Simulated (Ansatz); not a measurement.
Defect migration in silicon: interstitial Ca, charge state +2. The step: Ca moves alone to another site; the atom moves 2.35 Å along (-0.25, 0.25, -0.25) of the unit cell; the moving atom starts with neighbours 4 Si at 2.58, 6 Si at 2.83 Å and ends with 4 Si at 2.58, 6 Si at 2.83 Å. A PBE band in Ansatz (plane-wave PAW, a 2×2×2 k-point mesh shifted by half a step, 64 host sites, 17 SCF runs with any check of the saddle's order, static, no finite-size correction) gives a forward barrier of 1.56 eV. The saddle point's order was not checked, and it lies on a symmetry element of the cell, where a band can be held. The charge state is imposed; whether it is stable for some Fermi level was not computed. Sites that were not tried may lie lower.

Single points at the band's start and saddle point can refine it. Rough cost of one point, in units of the band's mean SCF on the same machine:

| Level | Cost of one point |
|---|---|
| PBE, a 3×3×3 k-point mesh shifted by half a step | about 3 |
| r2SCAN at 500 eV, a 2×2×2 k-point mesh shifted by half a step | about 2 |

Which of these move the barrier by more than 0.1 eV, and how far does each move it?

Not one does. PBE, a 3×3×3 k-point mesh shifted by half a step: -0.01 eV; r2SCAN at 500 eV, a 2×2×2 k-point mesh shifted by half a step: +0.08 eV. Each functional is compared with PBE at the same k-points.

Ansatz is a quantum-chemistry and plane-wave program.
